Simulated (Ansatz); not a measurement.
# A computed series for Ba: thickness series

The reference is Ba in the fcc (Cu type) structure (space group Fm-3m, No. 225; a = 6.1554 Å; a cell from a computed database, its experimental status unchecked). Axes: x, y, z lie along the cube axes.

Free-standing slabs (1 atom(s) a layer) normal to [111] with 15 Å of vacuum; in-plane cell held at bulk.

Calculations: PBEsol in Ansatz (plane waves to 420 eV, PAW, no spin-orbit coupling).

Notes on the quantities. excess energy per area of both faces: slab less bulk energy over the cell's area: twice a surface energy; uncertain by up to 0.07 J/m²; layer's space group: with vacuum.

```tsv
case	excess energy per area of both faces	thickness between the outermost nuclei	layer's space group	shortest interatomic distance
base	–	–	–	4.353 Å
1 layer	–	–	P6/mmm (No. 191)	4.353 Å
2 layers	0.70 J/m²	3.45 Å	P-3m1 (No. 164)	4.264 Å
3 layers	0.71 J/m²	7.02 Å	P-3m1 (No. 164)	4.317 Å
4 layers	0.71 J/m²	10.55 Å	P-3m1 (No. 164)	4.303 Å
5 layers	0.71 J/m²	14.12 Å	P-3m1 (No. 164)	4.313 Å
6 layers	0.71 J/m²	17.68 Å	P-3m1 (No. 164)	4.313 Å
7 layers	0.7 J/m²	21.24 Å	P-3m1 (No. 164)	4.313 Å
```

Slab and bulk use different k-meshes, which limits the precision of the excess energy. No phonon test of stability was made. This is not the structure that Ba has at room temperature and ambient pressure.

Ansatz is an electronic-structure program.
